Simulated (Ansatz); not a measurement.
Consider Lu in the hcp (Mg type) structure (space group P6_3/mmc, No. 194; a = 3.5062 Å, c = 5.4820 Å; relaxed with 0.1 eV smearing). Axes: x lies along a and z along c of the hexagonal cell.

Structures relaxed with Ansatz (a quantum-chemistry and plane-wave program), PBE, PAW, cutoff 420 eV, without spin-orbit coupling.

Base:

Simulated powder pattern, Cu Kα, λ = 1.54184 Å (kinematic, ideal powder, no thermal factors, no anomalous dispersion; the 8 strongest lines at most, above 2 %, up to 2θ = 90°):

| 2θ (°) | I/Imax (%) | hkl |
|---|---|---|
| 29.42 | 24 | (100) |
| 32.67 | 24 | (002) |
| 33.74 | 100 | (101) |
| 44.53 | 16 | (102) |
| 52.18 | 20 | (110) |
| 59.00 | 21 | (103) |
| 62.93 | 23 | (112) |
| 63.59 | 17 | (201) |

One thing is altered: biaxial strain −1.14 %, plane normal [001], relaxed out of plane (Cartesian); in-plane vectors clamped, the third vector and the atoms free.

After the change:

Simulated powder pattern, Cu Kα, λ = 1.54184 Å (kinematic, ideal powder, no thermal factors, no anomalous dispersion; the 8 strongest lines at most, above 2 %, up to 2θ = 90°):

```csv
2θ (°),I/Imax (%),hkl
29.76,23,(100)
32.48,25,(002)
34.01,100,(101)
44.63,16,(102)
52.82,20,(110)
58.93,21,(103)
63.39,23,(112)
64.33,16,(201)
```

The indices refer to the base's conventional cell; one index is shown for lines that coincide.

No phonon test of stability was made.
